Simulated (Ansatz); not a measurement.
Start from HgSe in the zinc blende structure (space group F-43m, No. 216; a = 6.133 Å).

Computed with Kohn–Sham DFT with the PBEsol functional, run in Ansatz (a quantum-chemistry and plane-wave program) with PAW and 420 eV plane waves, without spin-orbit coupling, earlier PAW set.

Now apply this change: every Hg is replaced by Zn, then cell and atoms are relaxed.

Measured lattice parameter a: HgSe 6.085 Å (room temperature; as listed in Cardona et al., arXiv (2009)); ZnSe 5.6676 Å (room temperature; as listed in Martin Albrecht, Beate Paulus, Hermann Stoll, Phys. Rev. B (1997)).

### Question
How well does PBEsol reproduce the measured shift?

### Answer
With PBEsol the lattice parameter a moves by -0.499 Å (6.133 → 5.634) against -0.417 Å measured.

Whether these cells are dynamically stable was not tested. All final runs are without spin polarisation.
